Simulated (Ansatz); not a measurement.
The starting structures come from a database of crystals and need not be the phases stable at ambient conditions.

Given:

```
CELL_PARAMETERS angstrom
      7.74631     0.00000     0.00000
      0.00000    10.59708     0.00000
      0.00000     5.29854     3.73536
ATOMIC_POSITIONS crystal
  Rb 0.80952 0.42162 0.00000
  Rb 0.30952 0.57838 0.00000
  Rb 0.53885 0.89359 0.00000
  Rb 0.03885 0.10641 0.00000
  S  0.65269 0.93367 0.44922
  S  0.15269 0.06633 0.55078
  S  0.65269 0.38289 0.55078
  S  0.15269 0.61711 0.44922
  S  0.00366 0.79954 0.00000
  S  0.50366 0.20046 0.00000
```

Space group of this cell: Cmc2_1. The cell is taken as given.

Transport runs along the normal of the first two printed cell vectors.

The gap is the functional's own, uncorrected, and κ follows it; spin-orbit coupling is left out. Mid-gap values are interpolated between the computed energies.

State the band gap and the smallest decay constant κ at mid-gap according to r2SCAN (Ansatz, a quantum-chemistry and plane-wave program).

Gap 1.64 eV on a 4×8×8 mesh; κ = 0.222 1/Å, at the zone centre.
